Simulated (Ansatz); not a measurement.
Take CsPbBr₃ in the cubic perovskite structure (space group Pm-3m, No. 221; a = 5.770 Å) as the base. Axes: x, y, z lie along the cube axes.

All numbers come from LDA (Ansatz, an electronic-structure program, PAW, no SOC).

Base values:

The valley order is R along ⟨111⟩ 1.17 eV; Γ 2.42 eV.

Now apply this change: the cell is compressed by 3.00 % along z with no lateral relaxation, atoms relaxed at fixed cell.

Task: What happens to the stress and valley order?

Result: The stress (xx, yy, zz, yz, xz, xy; compression positive) comes out as (0.23, 0.23, 2.23, 0.00, 0.00, 0.00) GPa; the valley order (the lowest conduction-band minima on the path, energy above the VBM, named in the base's zone) goes from R along ⟨111⟩ 1.17 eV; Γ 2.42 eV to R along [111] 0.92 eV; Γ 2.24 eV.

Spin-orbit coupling, missing from the scalar runs, can matter with Pb. The levels and masses belong to the bands next to the band gap. The cells carry an imposed strain or load. Whether these cells are dynamically stable was not tested. Many cubic perovskites are stable only at high temperature; tilts and polar distortions were not tested. This is not the structure that CsPbBr3 has at room temperature and ambient pressure.
